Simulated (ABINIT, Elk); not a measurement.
An ABINIT input for a self-consistent single point of PbO2 (P4_2/mnm, 6 atoms in the cell) (DFT, LDA (PW92), plane waves, norm-conserving pseudopotentials (PseudoDojo nc-sr-04 LDA standard)):

```
# PbO2, PseudoDojo nc-sr-04 LDA standard
pp_dirpath "./"
pseudos "Pb.upf, O.upf"
acell 3*1.0
rprim
         9.3730415781    0.0000000000    0.0000000000
         0.0000000000    9.3730415781    0.0000000000
         0.0000000000    0.0000000000    6.4061715625
natom 6
ntypat 2
znucl 82 8
typat 1 1 2 2 2 2
xcart
         0.0000000000    0.0000000000    0.0000000000
         4.6865207891    4.6865207891    3.2030857812
         2.8775237645    2.8775237645    0.0000000000
         7.5640445536    1.8089970246    3.2030857812
         1.8089970246    7.5640445536    3.2030857812
         6.4955178137    6.4955178137    0.0000000000
ecut 42
ixc 7
occopt 7
tsmear 0.1 eV
nband 34
kptopt 1
ngkpt 5 5 7
nshiftk 1
shiftk 0 0 0
nstep 60
toldfe 1.0e-09
prtwf 0
prtden 0
```

Task: Give the Elk input for the same structure, mesh, smearing and functional.

Result: This is the input that was run; spellings and numerical settings could be chosen otherwise.

```
tasks
  0

xctype
  3

rgkmax
  8.0

gmaxvr
  14.0

nxlo
  2

lorbcnd
  .true.

rmtscf
  0.83

lmaxi
  3

stype
  0

swidth
  0.00367493

scale
  1.889726125

avec
    4.9600000000    0.0000000000    0.0000000000
    0.0000000000    4.9600000000    0.0000000000
    0.0000000000    0.0000000000    3.3900000000

sppath
  './'

atoms
  2   : nspecies
  'Pb.in'   : spfname
  2   : natoms; atposl, bfcmt below
  0.0000000000  0.0000000000  0.0000000000    0.0 0.0 0.0
  0.5000000000  0.5000000000  0.5000000000    0.0 0.0 0.0
  'O.in'   : spfname
  4   : natoms; atposl, bfcmt below
  0.3070000000  0.3070000000  0.0000000000    0.0 0.0 0.0
  0.8070000000  0.1930000000  0.5000000000    0.0 0.0 0.0
  0.1930000000  0.8070000000  0.5000000000    0.0 0.0 0.0
  0.6930000000  0.6930000000  0.0000000000    0.0 0.0 0.0

ngridk
  5 5 7
```

Basis settings and potentials, where a program has them, do not carry over. This input uses DFT, LDA (PW92), all-electron FP-LAPW, Elk's shipped species files, APW+lo basis with extra local orbitals. LDA parametrisations can differ slightly between programs.

The starting cell has typed, rounded lattice constants, without a prior relaxation at this level.
